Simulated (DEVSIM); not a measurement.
Device: abrupt Si n-p junction, at 300 K.

Layer 1 from the left is Si, thickness (μm) 4.70, Nd (cm⁻³) 1.4e18, τn (s) 6.8e-6, τp (s) 6.8e-6. Layer 2 from the left is Si, thickness (μm) 160, Na (cm⁻³) 1.1e15, τn (s) 6.8e-6, τp (s) 6.8e-6.

Left contact: ohmic. Right contact: ohmic. Voltage is applied to the left contact. Recombination: SRH at mid-gap. Mobility is constant in doping.

Constants are typed, rounded textbook-type inputs, not results; the design itself was drawn at random and stands for no fabricated device. Values at 300 K.

Si: gap (eV) 1.124, affinity (eV) 4.05, permittivity 11.7, Nc (cm⁻³) 2.86e19, Nv (cm⁻³) 3.1e19, μn (cm²/Vs) 1417, μp (cm²/Vs) 470.

DEVSIM, 1D drift-diffusion, Boltzmann statistics, complete ionisation; no tunnelling, impact ionisation, image-force lowering or self-heating.

Task: What does the simulation give for the largest field in the device at zero bias, the dark forward voltage at 1 A/cm², the dark forward voltage at 100 A/cm², the potential step across the device at zero bias?

Result: largest field in the device at zero bias 66000 V/cm; dark forward voltage at 1 A/cm² 0.644 V; dark forward voltage at 100 A/cm² 1.005 V; potential step across the device at zero bias 0.781 V.
